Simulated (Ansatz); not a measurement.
Pair distribution function (Mo-S) of MoS2 (2H layers), cell Mo32S64, with the crystal as the starting point [in the run: it stayed crystalline; mean temperature 1313 K (target 1250 K); density 4.90 g/cm³, volume +2 % from the start crystal's; under uneven stress (diagonal components 0.9 GPa apart); Γ point only, which a denser mesh shifts by -0.3 GPa in pressure and 0.04 eV/Å in forces], from MD at 1313 K. These are PBE + D3(BJ) (plane waves, PAW; Ansatz, a quantum-chemistry and plane-wave program) values and carry that method's errors. Volume per atom 18.10 Å³, mean pressure 0.2 GPa. 

(r (Å), g(r)): (1.54, 0.00); (1.58, 0.00); (1.62, 0.00); (1.66, 0.00); (1.70, 0.00); (1.74, 0.00); (1.78, 0.00); (1.82, 0.00); (1.86, 0.00); (1.90, 0.00); (1.94, 0.00); (1.98, 0.00); (2.02, 0.00); (2.06, 0.00); (2.10, 0.02); (2.14, 0.10); (2.18, 0.47); (2.22, 1.28); (2.26, 2.74); (2.30, 5.00); (2.34, 7.02); (2.38, 8.23); (2.42, 8.28); (2.46, 7.06); (2.50, 5.69); (2.54, 3.89); (2.58, 2.46); (2.62, 1.43); (2.66, 0.81); (2.70, 0.44); (2.74, 0.19); (2.78, 0.09); (2.82, 0.03); (2.86, 0.01); (2.90, 0.00); (2.94, 0.00); (2.98, 0.00); (3.02, 0.00); (3.06, 0.00); (3.10, 0.00); (3.14, 0.00); (3.18, 0.00); (3.22, 0.00); (3.26, 0.00); (3.30, 0.00); (3.34, 0.00); (3.38, 0.00); (3.42, 0.01); (3.46, 0.01); (3.50, 0.03); (3.54, 0.05); (3.58, 0.10); (3.62, 0.17); (3.66, 0.27); (3.70, 0.39); (3.74, 0.63); (3.78, 0.87); (3.82, 1.19); (3.86, 1.49); (3.90, 1.73); (3.94, 1.85); (3.98, 1.87); (4.02, 1.95); (4.06, 1.81); (4.10, 1.59); (4.14, 1.29); (4.18, 1.03); (4.22, 0.80); (4.26, 0.63); (4.30, 0.49); (4.34, 0.40); (4.38, 0.33); (4.42, 0.32); (4.46, 0.32); (4.50, 0.36); (4.54, 0.39); (4.58, 0.41); (4.62, 0.41); (4.66, 0.42); (4.70, 0.44); (4.74, 0.51); (4.78, 0.64); (4.82, 0.83); (4.86, 0.99); (4.90, 1.32); (4.94, 1.59); (4.98, 1.95); (5.02, 2.27); (5.06, 2.37); (5.10, 2.50)

Question: From these data, give where the first shell ends and the number of neighbours in it.

Answer: g is nil from 2.9 to 3.4 Å, so any cut there serves; 6.0 S round each Mo and 3.0 Mo round each S in the shell, from n = 4πρ∫r²g(r)dr.
